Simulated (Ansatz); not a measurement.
A hypothetical phase is included: elements placed on a structure type, which no database files for this compound.

By PBEsol, the system below comes out a metal.

The ballistic (Sharvin) conductance counts the channels at the Fermi level: G/A = (e²/h) × channels of both spins per area.

Consider the following.

```
CELL_PARAMETERS angstrom
      5.96422     0.00000     0.00000
      0.00000     8.43469     0.00000
      2.98211     4.21734     2.98211
ATOMIC_POSITIONS crystal
  Ca 0.50000 0.75000 0.00000
  Ca 0.00000 0.50000 0.00000
```

The cell was relaxed by PBE-D3(BJ).

The current flows along the normal of the first two printed cell vectors, the (110) plane of the conventional cell. No spin-orbit coupling; the value is a mean over 0.1 eV about the Fermi level.

Estimate the ballistic conductance per area that PBEsol (Ansatz, a quantum-chemistry and plane-wave program) returns for this system.

0.33 × 10¹⁵ S/m² for both spins.
